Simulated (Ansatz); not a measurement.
C (I4_1/amd): band-edge transport data

Given:

```yaml
crystal:
  lattice:
    - [0.00000, 1.76073, 1.78107]
    - [1.76073, 0.00000, 1.78107]
    - [1.76073, 1.76073, 0.00000]
  atoms:
    - { symbol: C, position: [0.00000, 0.00000, 0.00000] }
    - { symbol: C, position: [0.25000, 0.25000, 0.25000] }
```

Calculation: PBE, rigid bands (plane waves, PAW, scalar-relativistic; Ansatz, a first-principles code). Condition of this run: biaxial stress in (001) of 11 GPa (compression positive) (the target of the relaxation). Cell: cell and atoms relaxed with PBEsol, then loaded as said.

| Property | Result |
|---|---|
| band gap | 4.05 eV |
| electron conductivity mass (300 K, dilute) | 0.50 (x), 0.50 (y), 0.30 (z) mₑ |
| hole conductivity mass (300 K, dilute) | 0.53 (x), 0.53 (y), 0.35 (z) mₑ |
| effective density of states N_c (300 K) | 3.9e19 cm⁻³ |
| effective density of states N_v (300 K) | 2.1e19 cm⁻³ |
| density-of-states mass, electrons | 1.35 mₑ |
| density-of-states mass, holes | 0.89 mₑ |
| Seebeck coefficient, n-type 1e19 cm⁻³, 300 K | -331 μV/K |
| best n-type power factor at 300 K for τ = 10 fs (best axis; densities from 1e16 to 1e21 cm⁻³ tried, whether or not they can be reached) | 21 μW/(cm·K²) at 1e20 cm⁻³ |
| Seebeck coefficient, p-type 1e19 cm⁻³, 300 K | 282 μV/K |
| best p-type power factor at 300 K for τ = 10 fs (best axis; densities from 1e16 to 1e21 cm⁻³ tried, whether or not they can be reached) | 9.2 μW/(cm·K²) at 3e20 cm⁻³ |

Rigid bands; masses and Seebeck coefficients take one relaxation time τ for all states and one kind of carrier; polarons and phonon drag are left out. Spin-orbit coupling is left out. Geometry: cell and atoms relaxed with PBEsol.
